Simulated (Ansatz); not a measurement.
Consider NaF in the rock salt structure (space group Fm-3m, No. 225).

```yaml
crystal:
  lattice:
    - [0.00000, 2.31454, 2.31454]
    - [2.31454, 0.00000, 2.31454]
    - [2.31454, 2.31454, 0.00000]
  atoms:
    - { symbol: Na, position: [0.00000, 0.00000, 0.00000] }
    - { symbol: F, position: [0.50000, 0.50000, 0.50000] }
```

The values are results of plane-wave PAW DFT at the PBEsol level (Ansatz, a first-principles code, 420 eV), no spin-orbit coupling, not measurements.

One change was made to it. Results:

```
quantity                                 base           after
-----------------------------  --------------  --------------
width of the top valence band         0.58 eV         0.69 eV
shortest interatomic distance         2.315 Å         2.226 Å
band gap                              6.20 eV         6.86 eV
electron mass                  0.56 mₑ (at Γ)  0.55 mₑ (at Γ)
```

Question: Which of these changes matches the shifts?
A) pressure 7.5 GPa
B) pressure 1.5 GPa
C) pressure −1 GPa

Answer: A, pressure 7.5 GPa. For comparison, the band gap in the other runs: pressure −1 GPa gives 6.09 eV; pressure 1.5 GPa gives 6.35 eV.

Load acts through the strain it causes; cell and atoms are relaxed under it. Masses are band curvatures over ±0.01 Å⁻¹ around the edge. No phonon test of stability was made. Competing high-pressure phases were not computed.
